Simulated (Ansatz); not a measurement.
Output of an Ansatz run (abridged):

```
WARN the atoms were moved onto the symmetric positions of the space group found under crystal.symmetry.tolerance 1.0e-5 (fractional …
WARN ansatz: RAYON_NUM_THREADS=1 ignored (pool sized by the plan → 1); use --threads N
Pseudopotentials: kind: paw
Pseudopotential: In, paw, valence charge 13
Pseudopotential: Bi, paw, valence charge 15
Crystal: 3 atoms, lattice volume = 87.295 Å³
Basis set: ecut = 500 eV, 2137 PW (Γ), exchange–correlation on 160×160×100 points (64 copies of the dense FFT grid, shifted against one another)
Bands: 25, of which v1, the nominal top of the filled ones, is band 21 counted from 1 (20 counted from 0)
Symmetry: 12 space group operations
Space group: P-6m2 (ITA 187), of the structure as read, at distance tolerance 4.4e-5 Å
k-points: 35 of 288 (time reversal used)
PAW frozen core: In, regenerated for the run's functional
PAW frozen core: Bi, regenerated for the run's functional
Initial density: superposition of atomic densities (neutral atoms: chi_scale 0, normalization atom), corrected by the library's trained network
Initial wavefunctions: pseudopotential atomic-orbital guess
Eigensolver: davidson
Functional: x = r2scan, c = r2scan; τ floored in thin density (d = 2e-4 eV/Å³)
SCF iter   1: F=—  HF=-23634.515831 eV  |F-HF|=—  |Δ(HF+E_count)|=         —  Δρ=6.56e-3  dr2=3.67e-2  dr2_τ=1.84e-3  ethr=1.77e-3  ⟨swp⟩=6.5  Hψ=4140  notcnv=0
all-band conjugate gradients solve this SCF's bands
preconditioner: auto → Kerker (q_TF=auto, 2.405 Å⁻¹)
SCF iter   2: F=—  HF=-23634.529200 eV  |F-HF|=—  |Δ(HF+E_count)|=   1.34e-2  S|Δr|=    0.00e0  Δρ=3.31e-3  dr2=1.41e-2  dr2_τ=2.06e-4  ethr=8.94e-5  ⟨swp⟩=2.1  Hψ=1516  notcnv=0  defer=13
SCF iter   3: F=—  HF=-23634.528902 eV  |F-HF|=—  |Δ(HF+E_count)|=   2.98e-4  S|Δr|=    0.00e0  Δρ=8.06e-4  dr2=1.76e-3  dr2_τ=1.57e-5  ethr=3.44e-5  ⟨swp⟩=2.9  Hψ=1529  notcnv=0  defer=13
SCF iter   4: F=—  HF=-23634.528950 eV  |F-HF|=—  |Δ(HF+E_count)|=   4.87e-5  S|Δr|=    0.00e0  Δρ=2.26e-4  dr2=9.22e-5  dr2_τ=7.56e-7  ethr=4.29e-6  ⟨swp⟩=2.0  Hψ=1049  notcnv=0  defer=13
SCF iter   5: F=—  HF=-23634.528977 eV  |F-HF|=—  |Δ(HF+E_count)|=   2.71e-5  S|Δr|=    0.00e0  Δρ=4.92e-5  dr2=3.19e-6  dr2_τ=6.46e-8  ethr=2.25e-7  ⟨swp⟩=2.0  Hψ=1062  notcnv=0  defer=13
SCF iter   6: F=—  HF=-23634.528981 eV  |F-HF|=—  |Δ(HF+E_count)|=   3.35e-6  S|Δr|=    0.00e0  Δρ=1.91e-5  dr2=4.51e-7  dr2_τ=2.78e-9  ethr=7.78e-9  ⟨swp⟩=2.4  Hψ=1331  notcnv=0  defer=13
SCF iter   7: F=-23634.528981 eV  HF=-23634.528981 eV  |F-HF|=2.70e-8  |Δ(HF+E_count)|=   5.70e-7  S|Δr|=    0.00e0  Δρ=6.23e-6  dr2=3.62e-8  dr2_τ=7.01e-10  ethr=2.44e-10  ⟨swp⟩=8.3  Hψ=4428  notcnv=0
SCF 1 converged in 7 iterations: F = -23634.528981 eV  dr2 = 3.62e-8
SCF converged after 7 iterations
Stability not checked (fill_not_monotonic)
Free energy (F): -23634.528981 eV
Harris-Foulkes:  -23634.528981 eV  (|F-HF|=2.70e-8)
Internal energy: -23634.528958 eV  (E = F + TS)
E sigma→0 (E₀):  -23634.528974 eV
Entropy (-TS):   -0.000023 eV (-0.008 meV/atom)
Fermi energy:    10.006580 eV
--- Per-component energies (eV) ---
  E_band       = -177.104391
  E_kinetic    = 782.747060
  E_local      = -3662.363329  (includes V_loc(G=0)·N_el)
  E_nonlocal   = 1293.663291
  E_hartree    = 1331.957220
  E_xc         = -543.695978
  E_vxc        = -371.288710  (∫ρ·V_xc dr)
  E_paw        = -19050.350237  (= ΣΔE_a)
  E_vpaw       = -909.865140  (= ΣTr[D̂ρ^β])
  E_aug_tail   = -0.000265  (compensation charges beyond the density's cutoff)
  E_vtau       = 26.086793  (kinetic-family band-sum trace: ∫τ·v_τ [+ j·A + Jᵃ·Aᵃ] dr)
  E_ewald      = -3789.293358
  E_core_change = 2.806639  (= ΣΔE_core)
  E_smearing   = -0.000023  (= −TS)
  E_closure    = -0.000000  (closes the sum)
  Σ components = -23634.528981   (vs F -23634.528981, Δ=0.00e0)
--- Forces (eV/Å), atoms counted from 1 ---
  atom   1  In     0.00000000    -0.00000000     0.00000000
   [... zero for the other atoms too ...]
  max |Σ_I F_I| component: 3.70e-17 eV/Å
--- Stress (GPa, compression-positive) ---
        1.217516       0.000000       0.000000
        0.000000       1.217516       0.000000
        0.000000       0.000000      -1.894773
  P = ⅓ Tr σ = 0.1801 GPa (1.801 kbar)
  The stress holds the Pulay correction. Without it, at fixed plane waves, as pw.x and ABINIT print it: P = 0.1581 GPa
--- Band table (eV; the first three rows and the last of 35) ---
  k-point 0: bands = ["-13.4970", "-13.3767", "-13.3767", "-13.3260", "-13.3260", "-5.2927", "-5.1902", "-5.1283", "-5.1283", "-5.0803", "-5.0803", "-5.0717", "-5.0717", "-4.9383", "-4.9383", "-2.3995", "3.9156", "6.9899", "7.4302", "7.4302", [...]
  k-point 1: bands = ["-13.4625", "-13.3755", "-13.3755", "-13.3374", "-13.3374", "-5.2462", "-5.1486", "-5.1354", "-5.1354", "-5.1211", "-5.1211", "-5.0417", "-5.0417", "-4.9505", "-4.9505", "-2.2005", "4.0998", "7.1594", "7.6322", "7.6322", [...]
  k-point 2: bands = ["-13.3790", "-13.3727", "-13.3727", "-13.3649", "-13.3649", "-5.1777", "-5.1777", "-5.1499", "-5.1499", "-5.1329", "-5.0481", "-5.0189", "-5.0189", "-4.9737", "-4.9737", "-1.6319", "4.5955", "7.4708", "8.1908", "8.1908", [...]
  k-point 34: bands = ["-13.4039", "-13.4035", "-13.3692", "-13.3687", "-13.2590", "-5.1985", "-5.1964", "-5.1452", "-5.1060", "-5.1055", "-5.0669", "-5.0499", "-5.0456", "-4.9405", "-4.8670", "-0.0121", "5.6891", "6.1999", "6.5605", "6.6777", [...]
```

The structure:

```
CELL_PARAMETERS angstrom
      5.48217     0.00000     0.00000
     -2.74108     4.74770     0.00000
      0.00000     0.00000     3.35392
ATOMIC_POSITIONS crystal
  In 0.00000 0.00000 0.50000
  In 0.33333 0.66667 0.00000
  Bi 0.66667 0.33333 0.50000
```

Q: What input produced this log?

A: Other spellings and defaults could give the same log, and not every line can be read from it. The input that was run (DFT, r2SCAN, plane waves, default PAW files made with PBE):

Ansatz 0.2 input:
```yaml
# In2Bi
crystal:
  lattice:
    - [5.48217000, 0.00000000, 0.00000000]
    - [-2.74108500, 4.74769800, 0.00000000]
    - [0.00000000, 0.00000000, 3.35392000]
  atoms:
    - { symbol: In, position: [0.00000000, 0.00000000, 0.50000000] }
    - { symbol: In, position: [0.33333300, 0.66666700, 0.00000000] }
    - { symbol: Bi, position: [0.66666700, 0.33333300, 0.50000000] }
basis:
  ecutwfc: 500.0 eV
kpoints:
  mp_grid: { grid: [6, 6, 8] }
hamiltonian:
  xc: r2scan
  pseudopotentials: { kind: paw }
scf:
  occupations: { method: cold, width: 0.05 eV }
output:
  forces: true
  eigenvalues: true
  stress: true
```

The starting cell comes from a database of computed structures (which also holds hypothetical and non-ambient phases and stackings), without a prior relaxation at this level. Spin-orbit coupling is off. Ansatz's pressure includes its estimate of the finite-basis (Pulay) stress.

Ansatz is an electronic-structure program.
